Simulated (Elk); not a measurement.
A self-consistent single point of SnPt (P1, 4 atoms in the cell) with Elk.

Computed with LDA (PW92), spin-orbit coupling in second variation, all-electron FP-LAPW, Elk's shipped species files, default APW+lo basis (Elk).

```
CELL_PARAMETERS angstrom
      4.14407     0.00000     0.00000
     -2.07204     3.58887     0.00000
      0.00000     0.00000     5.47558
ATOMIC_POSITIONS crystal
  Sn 0.65688 0.32776 0.74414
  Sn 0.33283 0.67882 0.25132
  Pt 0.99530 0.98717 0.49710
  Pt 0.01498 0.00625 0.00744
```

Reference input (self-consistent single point, DFT, LDA (PW92), all-electron FP-LAPW, Elk's shipped species files, default APW+lo basis): swidth = 0.00367493 Ha; ngridk = 5 5 4; rmtscf = 0.85; maxscl = 100. This run's input differs from it in these lines:

```diff
@@ -3,4 +3,13 @@
 
+spinorb
+  .true.
+
 rmtscf
   0.85
+
+lmaxi
+  3
+
+nempty
+  10
```

The program printed (abridged):

```
│ Self-consistent loop started │
│ Loop number : 1 │
 total energy                :     -49199.1237645
 total moment                :   0.1515579787E-08  0.7001473137E-09  0.3601846458E-08
│ Loop number : 2 │
 total energy                :     -49200.4799186
 total moment                :  -0.5988834288E-10 -0.2415884822E-09  0.2071115961E-08
RMS change in Kohn-Sham potential (target) :   0.1094672599     (  0.1000000000E-05)
Absolute change in total energy (target)   :    1.356154133     (  0.1000000000E-03)
│ Loop number : 3 │
 total energy                :     -49211.7596605
   [... lines left out ...]
 total energy                :     -49220.4933233
 total moment                :  -0.3753460620E-09 -0.5312744109E-09  0.2691492277E-08
RMS change in Kohn-Sham potential (target) :   0.3653010897E-06 (  0.1000000000E-05)
Absolute change in total energy (target)   :   0.3942007461E-03 (  0.1000000000E-03)
│ Loop number : 15 │
 total energy                :     -49220.4933829
 total moment                :  -0.2520365122E-09 -0.2790719686E-09  0.2765803155E-08
RMS change in Kohn-Sham potential (target) :   0.8917564484E-07 (  0.1000000000E-05)
Absolute change in total energy (target)   :   0.3896221460E-04 (  0.1000000000E-03)
Convergence targets achieved

│ Loop number : 16 │

Energies :
 Fermi                       :     0.335600653976
 xc effective B-field        :     0.127476794429E-28
 external B-field            :      0.00000000000
 total energy                :     -49220.4933864
 (external B-field energy excluded from total)

Density of states at Fermi energy :    33.77646212
 (states/Hartree/unit cell)

Estimated indirect band gap :   0.6093113008E-02
 from k-point     69 to k-point     89
Estimated direct band gap   :   0.2424043416E-01
 at k-point     98

Charges :
 core                        :    156.0000000
 valence                     :    100.0000000
 interstitial                :    9.464411699
 muffin-tins (core leakage)
  species :    1 (Sn)
   atom    1                 :    47.12329246     (  0.6875555181E-03)
   [... lines left out ...]
  species :    2 (Pt)
   atom    1                 :  -0.1388369286E-09 -0.1036386081E-09  0.2152997446E-09
   atom    2                 :   0.1450289658E-09  0.2535314069E-09  0.5090955176E-09
 total in muffin-tins        :  -0.1591570507E-09  0.1676698552E-09  0.1638055358E-08
 total moment                :  -0.3506101128E-09  0.2940045663E-09  0.3513206785E-08

│ Self-consistent loop stopped │
```

The run converged in 16 iterations. The count includes the last loop, which Elk runs after its targets are met. 

The starting cell comes from a database of computed structures (which also holds hypothetical and non-ambient phases and stackings), without a prior relaxation at this level. Its atoms were displaced at random from the sites of space group no. 194. Values depend on the basis (sphere radii, cutoffs, local orbitals), which need not be converged. The log's line on a gap gives a spacing of levels on this mesh, which the program prints for metals too.

These are the values that this program gave, and no reference: the basis lacks p1/2 orbitals, which heavy p elements need under spin-orbit coupling.

Cost on one core of a shared machine: roughly 8 min.
